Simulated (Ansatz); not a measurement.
## HgTe: energy against volume

HgTe (zinc blende, F-43m, 36.771 Å³/atom and stress up to 0.01 GPa in the relaxed cell, cube axes along x, y and z) under an equal strain ε along all three axes. PBE in Ansatz, a plane-wave DFT program (PAW, default set), 420 eV, 12×12×12 Γ-centred mesh, Fermi-Dirac smearing 0.05 eV; ions are relaxed, or left where forces stay under 0.02 eV/Å, within the symmetry of each cell. Against the start cell, which lies near the measured one, the relaxed cell differs by 9.1 % in volume; the values below rest on it.

Here V stands for volume and E for E less E0.

| volume (Å³/atom) | E less E0 (meV/atom) | pressure (GPa) |
|---|---|---|
| 34.6084 | 15.38 | 2.43 |
| 35.1408 | 8.47 | 1.74 |
| 35.6787 | 3.69 | 1.12 |
| 36.2220 | 0.90 | 0.53 |
| 36.7708 | 0.00 | 0.00 |
| 37.3251 | 0.87 | -0.49 |
| 37.8850 | 3.40 | -0.94 |
| 38.4504 | 7.48 | -1.36 |
| 39.0215 | 13.02 | -1.74 |
| 40.1804 | ? | ? |

The 9 complete rows are fitted with the third-order Birch-Murnaghan form, a cubic in V^(-2/3), E against V. With u = V^(-2/3) - 0.0905, the rows have u = 0.0036627, 0.0027092, 0.0017700, 0.0008451, -0.0000661, -0.0009637, -0.0018480, -0.0027192, -0.0035778. Least squares gives E = 0.008 + 140.7·u + 1081450·u² + 7122891·u³. Residuals (row less fit): -0.001, 0.002, 0.005, -0.004, -0.003, 0.000, 0.004, 0.002, -0.002; standard error 0.004 (degrees of freedom: 5). Its minimum lies at u = -0.0000651, so V0 = (0.0904349)^(-3/2) = 36.77. There d²E/du² = 2160000 and d³E/du³ = 4.274e7, so B0 = (4/9) × 36.77^(-7/3) × 2160000 × 0.160218 = 34.2 GPa (the last factor turns the table's units into GPa), and B0' = 4 + (2/3) × 0.0904349 × (4.274e7)/2160000 = 5.2. B0' rests on the cubic coefficient alone and has a standard error of 0.1 from these residuals.

**Question.** What does the fit predict for E at V = 40.1804, and how far is the calculated value from it?

**Answer.** u = -0.0052573, so E = 0.008 + 140.7 × (-0.0052573) + 1081450 × (-0.0052573)² + 7122891 × (-0.0052573)³ = 28.124 meV/atom. The calculation gives 28.11 meV/atom, 0.014 meV/atom below the prediction (0.0 % of the range of E in the table). The row lies outside the fitted rows, so this is an extrapolation. The scatter of the fitted rows lies at the last printed digit.

This level leaves no gap over 0.05 eV at strain -2.00, -1.50, -1.00, -0.50, 0.00, 0.50, 1.00, 1.50, 2.00, 3.00 %. Spin-orbit coupling is left out, which can shift these values for the heavy elements here. Other structures, which can take over under pressure, weren't tried. The same form fitted to the pressure column gives B0' = 5.2; series where the two differ by over 0.4 aren't shown. Rows are the converged runs of the series near zero and its far end, less any whose ions stayed unrelaxed beside relaxed ones; series whose fitted rows scatter by over a few per cent of the range, as at a crossing or softening among them, aren't shown in this form.
